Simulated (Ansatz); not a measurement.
Response to strain in HgS

Start from HgS in the zinc blende structure (space group F-43m, No. 216; a = 5.812 Å).

Strains are applied to the cell and any free atomic positions relax.

Level of theory: LDA, PAW, 420 eV (Ansatz, a quantum-chemistry and plane-wave program; without spin-orbit coupling).

Notes on the quantities. energy relative to the base: free energy F.

```csv
variant,energy relative to the base,shortest interatomic distance,pressure
base,0 meV/atom,2.517 Å,0.0 GPa
isotropic strain −3.00 %,+47 meV/atom,2.441 Å,7.7 GPa
isotropic strain −2.00 %,+20 meV/atom,2.466 Å,4.7 GPa
isotropic strain −1.50 %,+11 meV/atom,2.479 Å,3.4 GPa
isotropic strain −1.00 %,+4.8 meV/atom,2.491 Å,2.2 GPa
isotropic strain +1.00 %,+4.5 meV/atom,2.542 Å,-1.9 GPa
isotropic strain +1.50 %,+9.9 meV/atom,2.554 Å,-2.7 GPa
isotropic strain +2.00 %,+17 meV/atom,2.567 Å,-3.5 GPa
isotropic strain +2.50 %,+26 meV/atom,2.580 Å,-4.2 GPa
isotropic strain +3.00 %,+37 meV/atom,2.592 Å,-4.8 GPa
```

A case with no gap was solved on a k-mesh chosen for an insulator, which is coarse for it. Stability against distortions was not tested. The final runs are not spin-polarised.
